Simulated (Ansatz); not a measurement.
B_Nb in bcc Nb (start: the Nb site; 54-site cell, 4×4×4 shifted sampling), impurity bounded by its compound with the host (Δμ(Nb) = 0.00 eV, Δμ(B) = -1.65 eV, bounded by Nb3B2 (P4/mbm); only phases computed here count, gases as isolated molecules at 0 K). The numbers are results of PBE, PAW (plane waves to 420 eV; Ansatz, a quantum-chemistry and plane-wave program), not measurements. In charge state 0 (not spin-polarised) the formation energy is 3.29 eV. The crystal has 5.51 × 10^22 Nb sites per cm³.

Estimate the equilibrium concentration at 900 K in the dilute limit, leaving out vibrational entropy and degeneracy.

kT = 0.0776 eV; c = N exp(−E_f / kT) = 5.51 × 10^22 × exp(−42.4) ≈ 2 × 10^4 cm^-3. An error of 0.2 eV in E_f moves this by a factor of 13.
